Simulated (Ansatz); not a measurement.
**What biaxial strain +1.00 %, plane normal [001], relaxed out of plane does to Si**

Base system: Si in the diamond structure (space group Fd-3m, No. 227; a = 5.402 Å). Axes: x, y, z lie along the cube axes.

Perturbation: biaxial strain +1.00 %, plane normal [001], relaxed out of plane (Cartesian); in-plane vectors clamped, the third vector and the atoms free.

Level of theory: Ansatz (a program for electronic structure), LDA, PAW, cutoff 420 eV, no SOC. k-mesh 11×11×11 (Γ-centred); smearing 0.05 eV (Fermi–Dirac).

| quantity | base | changed | shift |
|---|---|---|---|
| volume per atom | 19.71 Å³ | 19.94 Å³ | +0.23 Å³ |
| space group | Fd-3m (No. 227) | I4_1/amd (No. 141) | – |
| shortest interatomic distance | 2.339 Å | 2.349 Å | +0.0094 Å |
| energy relative to the base (free energy F) | 0 meV/atom | +2.1 meV/atom | +2.1 meV/atom |
| band gap | 0.45 eV | 0.28 eV | -0.17 eV |
| gap character | – | indirect, Γ → Γ–M (87 % along) | – |
| smallest direct gap | 2.53 eV | 2.40 eV | -0.13 eV |
| electron mass | 0.93 mₑ along k, 0.19 mₑ across (off the special points) | 0.92 mₑ along k, 0.19 mₑ across (off the special points) | – |
| hole mass | – | 0.16 mₑ out of plane, 0.25 mₑ in plane (at Γ) | – |
| valence-band top at Γ (three highest levels, from the VBM) | 0.00, 0.00, 0.00 eV | 0.00, -0.12, -0.12 eV | – |
| out-of-plane strain | – | -0.81 % | – |
| ratio −ε⊥/ε∥ | – | 0.81 | – |
| mean in-plane stress (compression positive) | – | -1.7 GPa | – |

Effective masses come from finite differences of ±0.01 Å⁻¹. Along k means along the line from Γ to the band edge. No phonon test of stability was made. A zero or small gap of Si under biaxial strain +1.00 %, plane normal [001], relaxed out of plane can be the functional's error rather than a property of the material. Labels are those of the standard path for the cell's own space group.
